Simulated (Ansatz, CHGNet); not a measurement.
For NiAs-type NiSb, the machine-learned potential CHGNet 0.3.0 (trained on PBE and PBE+U data) gives:

| Property | Value |
|---|---|
| lattice constant a | 3.946 Å |
| c axis length | 5.215 Å |

**Question.** What does HSE06 in Ansatz (plane waves, PAW) give for the same quantities?

**Answer.** 
- lattice constant a: 3.898 Å (falls by 1.2 %)
- lattice parameter c: 5.127 Å (falls by 1.7 %)

For comparison: lattice constant a 3.946 Å (measured, temperature not stated, no zero-point or thermal correction; as tabulated in Wikipedia's data pages); lattice parameter c 5.148 Å (measured, temperature not stated, no zero-point or thermal correction; as tabulated in Wikipedia's data pages).

Changes are worked out from the printed values.

Unless a cell is named, each level is at its own relaxed cell (CHGNet 0.3.0 17.59, HSE06 16.86 Å³/atom).

The crystal itself was run without spin with HSE06; a magnetic state was not tried in these runs.

Caveats: exact exchange on metals is sensitive to the k mesh and can open a false gap (HSE06); the run warned that the count of filled bands differs between k points (HSE06). Ansatz's density-functional and Hartree–Fock values are scalar-relativistic unless marked +SOC, with PAW data made under PBE.

Ansatz is a program for electronic structure.
